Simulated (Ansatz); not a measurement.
# PbZrO3 (Amm2, No. 38, 5 atoms in the cell; start mp-20337; a measured phase of this formula has another space group): properties by level of theory

```tsv
level (code)	equilibrium volume per atom (Å³/atom)	formation enthalpy (eV/atom)
LDA (Ansatz)	14.10	-2.759
PBEsol (Ansatz)	(withheld)	-2.521
r²SCAN-D4 (Ansatz)	14.57	-2.753
r²SCAN+rVV10 (Ansatz)	(withheld)	-2.755
```

Task: Complete the blanks.

Result: 
- PBEsol (Ansatz, a program for electronic structure), equilibrium volume per atom (Å³/atom): 14.46
- r²SCAN+rVV10 (Ansatz), equilibrium volume per atom (Å³/atom): 14.52

Caveats: the relaxation could not lower the start's symmetry, so the cell can be a saddle point above a distorted one (LDA, PBEsol, r²SCAN-D4, r²SCAN+rVV10). Ansatz's density-functional and Hartree–Fock values are scalar-relativistic unless marked +SOC, with PAW data made under PBE.

The computed numbers hold no vibrational or temperature effects.

A start named mp-… is a Materials Project structure, which need not be a measured phase.
